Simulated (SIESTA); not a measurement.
Band structure of SnAu (P6_3/mmc, 4 atoms in the cell).

```
SnAu
1.0
    4.35623     0.00000     0.00000
   -2.17812     3.77261     0.00000
    0.00000     0.00000     5.58785
Sn Au
2 2
Cartesian
  2.17812   1.25754   4.19089
  0.00000   2.51507   1.39696
  0.00000   0.00000   2.79392
  0.00000   0.00000   0.00000
```

Computed with SIESTA with LDA PW92, numerical atomic orbitals DZP, PseudoDojo LDA standard norm-conserving potentials (rewritten from UPF to PSML).

Settings: XC.functional = LDA; XC.authors = PW92; potentials = PseudoDojo LDA standard; PAO.BasisSize = DZP; PAO.EnergyShift = 0.01 Ry; MeshCutoff = 400 Ry; kgrid.MonkhorstPack = 9 9 6; OccupationFunction = FD; ElectronicTemperature = 100 meV; MaxSCFIterations = 150; SCF.Mixer.Method = Pulay; SCF.Mixer.Weight = 0.25; SCF.Mixer.History = 8; SCF.DM.Tolerance = 1.0E-04.

The starting cell comes from a database of computed structures (which also holds hypothetical and non-ambient phases and stackings), without a prior relaxation at this level. Its lattice was rescaled by a random factor within 2.5 % of one. Spin-orbit coupling is off. Values carry the incompleteness of an atom-centred basis.

Levels in eV from the Fermi level, bands 30 to 35:
| point | 30 | 31 | 32 | 33 | 34 | 35 |
|---|---|---|---|---|---|---|
| Γ | -3.81 | -0.99 | 1.00 | 1.00 | 3.01 | 3.02 |
| M | -3.80 | -2.09 | -1.75 | -1.71 | -1.34 | 0.71 |
| K | -3.83 | -3.83 | -1.28 | -0.14 | -0.14 | 0.91 |
| A | -4.78 | 0.03 | 0.03 | 2.58 | 2.58 | 2.58 |
| L | -4.41 | -3.88 | -3.88 | 0.60 | 0.60 | 1.62 |
| H | -4.66 | -3.32 | -3.32 | -2.20 | -2.20 | 4.89 |

Bands cross the Fermi level along this path, so the cell is metallic at this level.

Higher empty bands are left out: an atom-centred basis made for the valence describes them poorly.
